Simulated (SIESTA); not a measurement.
Relaxation of the atoms of MgH₂ (Pnma, 12 atoms in the cell) at several settings

```yaml
crystal:
  lattice:
    - [5.32038, 0.00000, 0.00000]
    - [0.00000, 3.12485, 0.00000]
    - [0.00000, 0.00000, 6.01898]
  atoms:
    - { symbol: Mg, position: [0.74848, 0.25000, 0.39674] }
    - { symbol: Mg, position: [0.25152, 0.75000, 0.60326] }
    - { symbol: Mg, position: [0.75152, 0.75000, 0.89674] }
    - { symbol: Mg, position: [0.24848, 0.25000, 0.10326] }
    - { symbol: H, position: [0.47739, 0.25000, 0.83309] }
    - { symbol: H, position: [0.52261, 0.75000, 0.16691] }
    - { symbol: H, position: [0.02261, 0.75000, 0.33309] }
    - { symbol: H, position: [0.97739, 0.25000, 0.66691] }
    - { symbol: H, position: [0.63910, 0.75000, 0.57466] }
    - { symbol: H, position: [0.36090, 0.25000, 0.42534] }
    - { symbol: H, position: [0.86090, 0.25000, 0.07466] }
    - { symbol: H, position: [0.13910, 0.75000, 0.92534] }
```

Base: SIESTA 5.4.2 with LDA PW92, numerical atomic orbitals DZP, PseudoDojo LDA standard norm-conserving potentials (rewritten from UPF to PSML). Its settings: XC.functional = LDA; XC.authors = PW92; potentials = PseudoDojo LDA standard; PAO.BasisSize = DZP; PAO.EnergyShift = 0.005 Ry; MeshCutoff = 400 Ry; kgrid.MonkhorstPack = 3 6 3; OccupationFunction = FD; ElectronicTemperature = 10 K; MaxSCFIterations = 150; SCF.Mixer.Method = Broyden; SCF.Mixer.Weight = 0.1; SCF.Mixer.History = 6; SCF.DM.Tolerance = 1.0E-05. Starting volume 8.34 Å³ per atom.

Each line gives the change from the base single point and the result:

- MD.TypeOfRun: default → Broyden; MD.Steps: default → 40; MD.MaxForceTol: default → 0.02 eV/Ang: pressure -0.08 GPa; largest force (vector length) 0.009 eV/Å; relaxation steps 3; free energy against the base single point -0.1 meV/atom.
- atoms moved at random; MD.TypeOfRun: default → Broyden; MD.Steps: default → 40; MD.MaxForceTol: default → 0.03 eV/Ang: pressure -0.09 GPa; largest force (vector length) 0.027 eV/Å; relaxation steps 6; free energy against the base single point 0.0 meV/atom.
- atoms moved at random; SCF.DM.Tolerance: 1.0E-05 → default; SCF.DM.Converge: default → false; SCF.H.Converge: default → false; SCF.FreeE.Converge: default → true; SCF.FreeE.Tolerance: default → 1.0E-03 eV; MD.TypeOfRun: default → Broyden; MD.Steps: default → 40; MD.MaxForceTol: default → 0.03 eV/Ang: pressure -0.10 GPa; largest force (vector length) 0.039 eV/Å; relaxation steps 7; free energy against the base single point 0.0 meV/atom.

The starting cell comes from a database of computed structures (which also holds hypothetical and non-ambient phases and stackings), without a prior relaxation at this level. Its lattice was rescaled by a random factor within 2.5 % of one. Values carry the incompleteness of an atom-centred basis.
